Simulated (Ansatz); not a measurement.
Take InP in the zinc blende structure (space group F-43m, No. 216; a = 5.960 Å) as the base.

Method: PBE/PAW in Ansatz (a first-principles code), scalar-relativistic without spin-orbit coupling.

For the base:

Band gap: 0.44 eV
Gap character: direct at Γ
Smallest direct gap: 0.44 eV
Hole mass: 0.037, 0.46, 0.46 mₑ (at Γ)

Modification: a hydrostatic pressure of 100 GPa.

Q: How does this affect the band gap?

A: The band gap grows by 0.13 eV to 0.57 eV.

Q: What does the calculation give for the gap character after the change?

A: The gap character goes from direct at Γ to indirect, Γ → X.

Q: Predict the new smallest direct gap.

A: The smallest direct gap goes up by 2.314 eV, from 0.44 eV to 2.76 eV.

Q: What does the calculation give for the hole mass after the change?

A: The hole mass (degenerate bands, along [100]) becomes 0.18, 0.22, 0.22 mₑ (at Γ) (base: 0.037, 0.46, 0.46 mₑ (at Γ)).

Load acts through the strain it causes; cell and atoms are relaxed under it. Masses are band curvatures over ±0.01 Å⁻¹ around the edge. Whether these cells are dynamically stable was not tested. Measured, InP leaves this structure (for rock salt) near 9.8 GPa (temperature not stated; as listed in Datta, Sujoy, Jana, Debnarayan, arXiv (2020)).
